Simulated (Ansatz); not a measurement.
Model glasses of amorphous Si3N4, 71 to 78 atoms (Si30N40 before any change). Each row is one cell at a composition chosen by hand, melted whole on the CHGNet potential with the anions pushed apart under 1.9 Å, quenched within some picoseconds, far faster than a real film, and relaxed with PBE, scalar-relativistic without spin-orbit coupling (plane waves to 420 eV, PAW; Ansatz, a program for electronic structure). Each is the lower in DFT energy of 2 quenches. Cycles of charging and discharging were tried on the cells ahead of these points, and a cell that came back lower was taken. The column on the box says what of it was relaxed with the atoms; held means as the quench left it. Cells that kept moments or hold spare charge are left out. So are cells far out in the fitted variable, so that no row sets the line alone.

At the relaxed places, the spacing of the highest filled and the lowest empty level was computed at the zone centre with PBE and with r2SCAN, without spin polarisation, or with spin where the moments then died out. A level counts as spread where PBE shares it among more than a fifth of the atoms; else the element of the atom with the largest weight is named. Formal charges balance in every cell (each cation at its usual highest valence, Cu and Ag at +1, Sb at +3, H at +1, O at −2, N at −3, F and Cl at −1). r2SCAN ran with plane waves to 500 eV. Where a level is localised, the spacing isn't the band gap.

```csv
cell,change,box,highest filled on,lowest empty on,"spacing, PBE (eV)","spacing, r2SCAN (eV)"
Si30N45Ta3,"+5 N, +3 Ta",held,N,Ta,1.65,1.94
Si30N41Ga,"+1 Ga, +1 N",held,N,spread,1.69,2.04
Si30N41Sc,"+1 N, +1 Sc",shape,N,Si,2.00,2.38
Si30N44Hf3,"+3 Hf, +4 N",held,N,Hf,2.12,2.55
Si27N40B4,"+4 B, −3 Si",held,N,spread,2.27,2.67
Si30N41Al,"+1 Al, +1 N",held,N,spread,2.33,2.75
Si30N42Be3,"+3 Be, +2 N",shape,N,spread,2.43,withheld
Si30N38O3,"−2 N, +3 O",shape,N,Si,2.68,3.12
```

Q: Fit a straight line of the last column on the one before it through the 7 full rows, and predict the withheld value for Si30N42Be3.

A: Means: x = 2.106, y = 2.493. Slope = Σ(Δx Δy) / Σ(Δx²) = 0.8999 / 0.7990 = 1.126; intercept = 2.493 − (1.126) × 2.106 = 0.122 eV; r.m.s. residual 0.024 eV. Prediction: 0.122 + (1.126) × 2.43 = 2.86 eV. The run gave 2.90 eV, a miss of 0.04 eV, within twice the residual.

In Si30N41Ga, Si30N41Sc the spacing lies under 0.8 of the table's widest and a localised level on an atom of the host, not next to a guest, bounds it: there a defect of the quenched network is a likely cause.
